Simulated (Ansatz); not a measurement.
# Hypothetical P6_422 BP: response to strain

Base system: BP (space group P6_422, No. 181; a = 3.2789 Å, c = 6.9954 Å; a hypothetical phase, not in the database extracts checked). Axes: x lies along a and z along c of the hexagonal cell.

Strains are applied to the cell and any free atomic positions relax.

The values are results of Ansatz (a quantum-chemistry and plane-wave program) PBE, scalar-relativistic without spin-orbit coupling, not measurements.

Candidates:
(a) strain tensor (xx, yy, zz, yz, xz, xy) = (+0.69, +0.37, −1.52, +0.03, +0.80, +1.30) %
(b) tensor shear ε_xz = +2.72 %
(c) isotropic strain −0.70 %

Notes on the quantities. energy relative to the base: free energy F.

Task: Order them by energy relative to the base, highest first.

Result: (b) tensor shear ε_xz = +2.72 % (+20 meV/atom), (a) strain tensor (xx, yy, zz, yz, xz, xy) = (+0.69, +0.37, −1.52, +0.03, +0.80, +1.30) % (+9.1 meV/atom), (c) isotropic strain −0.70 % (+2.6 meV/atom)

The mesh was chosen for an insulator and is coarse for the gapless case. No phonon test of stability was made. The base started in P3_121 and relaxed to P6_422 at this level. The final runs are not spin-polarised.
